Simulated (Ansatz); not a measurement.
## HgS: S → Pb

Take HgS (space group P3_221, No. 154; a = 4.1387 Å, c = 9.4079 Å; made of chains) as the base.

It is then changed as follows: every S is replaced by Pb, then cell and atoms are relaxed.

All numbers come from Kohn–Sham DFT with the PBEsol functional, run in Ansatz (a quantum-chemistry and plane-wave program) with PAW and 420 eV plane waves, spin-orbit coupling left out. k-mesh 12×12×12 (Γ-centred); smearing 0.05 eV (Fermi–Dirac), for the changed cell.

```json
{
 "volume_per_atom": "26.36 Å³ (base 23.26 Å³)",
 "density": "12.84 g/cm³ (base 8.31 g/cm³)",
 "space_group": "R-3m (No. 166) (base P3_221 (No. 154))",
 "shortest_interatomic_distance": "320.8 pm (base 238.7 pm)",
 "band_gap": "zero (base 1.23 eV)"
}
```

Cost of the whole job for the changed cell (relaxation, final SCF and bands): about 13 core-minutes (a rough figure).

With Hg present, leaving out spin-orbit coupling can change the band edges. Whether these cells are dynamically stable was not tested. As relaxed here, HgPb is a hypothetical phase, not in the database extracts checked. No dispersion term is included in the PBEsol runs.
